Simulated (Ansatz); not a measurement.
The parent structure is AlN (space group P6_3/mmc, No. 194; a = 3.302 Å, c = 4.141 Å; a cell from a computed database, its experimental status unchecked).

Levels (all Ansatz, a program for electronic structure, PAW): PBEsol (420 eV, scalar-relativistic without spin-orbit coupling); HSE06 (420 eV, no SOC).

Its gap is 3.32 eV with PBEsol and 4.69 eV with HSE06.

Modification: a hydrostatic pressure of 10 GPa.

With PBEsol the gap becomes 3.65 eV.

If the HSE06 correction stayed the same, what would the HSE06 gap be, and what does the HSE06 run give?

A rigid correction of +1.37 eV gives 5.02 eV. The HSE06 run gives 5.05 eV, so the two effects roughly add.

Single points use the geometry relaxed with PBEsol. Load acts through the strain it causes; cell and atoms are relaxed under it. Stability against distortions was not tested. Competing high-pressure phases were not computed. This is not the structure that AlN has at room temperature and ambient pressure.
